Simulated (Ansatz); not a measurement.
Base system: BeTe in the zinc blende structure (space group F-43m, No. 216; a = 5.5542 Å). Axes: x, y, z lie along the cube axes.

Calculations: LDA in Ansatz (plane waves to 420 eV, PAW, no spin-orbit coupling).

For the base:

- Band gap = 1.79 eV
- Smallest direct gap = 3.59 eV

Modification: uniaxial strain ε_zz = −0.50 %, all other strain components held at zero, atoms relaxed at fixed cell.

**Question.** How does this affect the band gap, hole mass and smallest direct gap?

**Answer.** The band gap drops by 0.05 eV, from 1.79 eV to 1.74 eV; the hole mass amounts to 0.20 mₑ along z, 0.32 mₑ across (at Γ); the smallest direct gap shrinks by 0.03 eV, from 3.59 eV to 3.56 eV.

Spin-orbit coupling, missing from the scalar runs, can matter with Te. Effective masses come from finite differences of ±0.01 Å⁻¹. Stability against distortions was not tested.

Ansatz is an electronic-structure program.
